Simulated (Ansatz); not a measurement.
**A computed series for hypothetical Fddd MoSi2: pressure series**

Start from MoSi$_{2}$ (space group Fddd, No. 70; a hypothetical phase, not in the database extracts checked).

```
MoSi2
1.0
    0.00000     4.02837     4.38105
    2.30369     0.00000     4.38105
    2.30369     4.02837     0.00000
Si Mo
4 2
Cartesian
  2.30369   5.34479   4.38105
  2.30369   2.71194   4.38105
  3.45554   4.72613   6.57158
  3.45554   7.35898   6.57158
  0.00000   0.00000   0.00000
  1.15185   2.01418   2.19053
```

Cell and atoms are relaxed at each pressure.

Calculations: DFT with PBE, PAW potentials and a 420 eV plane-wave cutoff in Ansatz (an electronic-structure program), without spin-orbit coupling.

```
P (GPa)  V (Å³/atom)
-------  -----------
-2.00         13.694
-1.00         13.622
0.30          13.532
0.70          13.505
1.50          13.452
3.00          13.355
5.00          13.233
7.50          13.089
10.00         12.953
```

A third-order Birch–Murnaghan fit to these points gives V₀ = 13.55 Å³/atom, B₀ = 198 GPa and B₀′ = 5.0. At pressure 10 GPa the volume is 95.6 % of V₀.

Load acts through the strain it causes; cell and atoms are relaxed under it. Stability against distortions was not tested. No other phases were tried under pressure. The final runs are not spin-polarised.
